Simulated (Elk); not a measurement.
Elk run on Si (Fd-3m, 2 atoms in the cell): self-consistent single point.

Method of the run: PBE, all-electron FP-LAPW, Elk's shipped species files, APW+lo basis with extra local orbitals (Elk).

```yaml
crystal:
  lattice:
    - [0.00000, 2.72566, 2.72566]
    - [2.72566, 0.00000, 2.72566]
    - [2.72566, 2.72566, 0.00000]
  atoms:
    - { symbol: Si, position: [0.25000, 0.25000, 0.25000] }
    - { symbol: Si, position: [0.00000, 0.00000, 0.00000] }
```

Reference input (self-consistent single point, DFT, PBE, all-electron FP-LAPW, Elk's shipped species files, APW+lo basis with extra local orbitals): xctype = 20; rgkmax = 8; swidth = 0.000734986 Ha; ngridk = 8 8 8; tforce = true; gmaxvr = 18 1/bohr; lmaxapw = 10; lmaxo = 8; nxlo = 2; lorbcnd = true; lradstp = 2; nrmtscf = 2. This run's input differs from it in these lines:

```diff
@@ -58,3 +58,3 @@
 ngridk
-  8 8 8
+  6 6 6
```

Log, with long lists cut:

```
│ Self-consistent loop started │
│ Loop number : 1 │
 total energy                :     -583.036365231
│ Loop number : 2 │
 total energy                :     -583.004595638
RMS change in Kohn-Sham potential (target) :   0.5027928034     (  0.1000000000E-05)
Absolute change in total energy (target)   :   0.3176959270E-01 (  0.1000000000E-03)
│ Loop number : 3 │
 total energy                :     -581.561736972
RMS change in Kohn-Sham potential (target) :   0.2739958404     (  0.1000000000E-05)
Absolute change in total energy (target)   :    1.450801064     (  0.1000000000E-03)
│ Loop number : 4 │
   [... lines left out ...]
Absolute change in total energy (target)   :   0.3117235791E-03 (  0.1000000000E-03)
│ Loop number : 13 │
 total energy                :     -580.091752589
RMS change in Kohn-Sham potential (target) :   0.1574250001E-06 (  0.1000000000E-05)
Absolute change in total energy (target)   :   0.1054522314E-03 (  0.1000000000E-03)
│ Loop number : 14 │
 total energy                :     -580.091753340
RMS change in Kohn-Sham potential (target) :   0.4885393787E-07 (  0.1000000000E-05)
Absolute change in total energy (target)   :   0.2561246299E-04 (  0.1000000000E-03)
Convergence targets achieved

│ Loop number : 15 │

Energies :
 Fermi                       :     0.220369750371
 total energy                :     -580.091754309

Density of states at Fermi energy :   0.1639210983E-05
 (states/Hartree/unit cell)

Estimated indirect band gap :   0.2679162640E-01
 from k-point      1 to k-point     13
Estimated direct band gap   :   0.9382786276E-01
 at k-point      1

Charges :
 core                        :    20.00000000
 valence                     :    8.000000000
 interstitial                :    4.000616860
 muffin-tins (core leakage)
  species :    1 (Si)
   atom    1                 :    11.99969157     (  0.2361288013E-02)
   atom    2                 :    11.99969157     (  0.2361288013E-02)
 total in muffin-tins        :    23.99938314
 total calculated charge     :    27.99530512
   [... lines left out ...]
   total force               :     0.00000000    0.00000000   -0.00000000
   total magnitude           :     0.00000000
  atom :    2
   Hellmann-Feynman          :     0.00000000    0.00000000    0.00000000
   IBS                       :    -0.00000000   -0.00000000   -0.00000000
   total force               :    -0.00000000   -0.00000000    0.00000000
   total magnitude           :     0.00000000
```

The run converged in 15 iterations. The count includes the last loop, which Elk runs after its targets are met. Against the reference run the free energy goes up by 10.0 meV/atom and the gap on the mesh goes from 0.633 to 0.729 eV.

The starting cell comes from a database of computed structures (which also holds hypothetical and non-ambient phases and stackings), without a prior relaxation at this level. Its lattice was rescaled by a random factor within 2.5 % of one. Values depend on the basis (sphere radii, cutoffs, local orbitals), which need not be converged. Another mesh or the band path of this cell gives a smaller gap, so this value is not converged in the mesh.
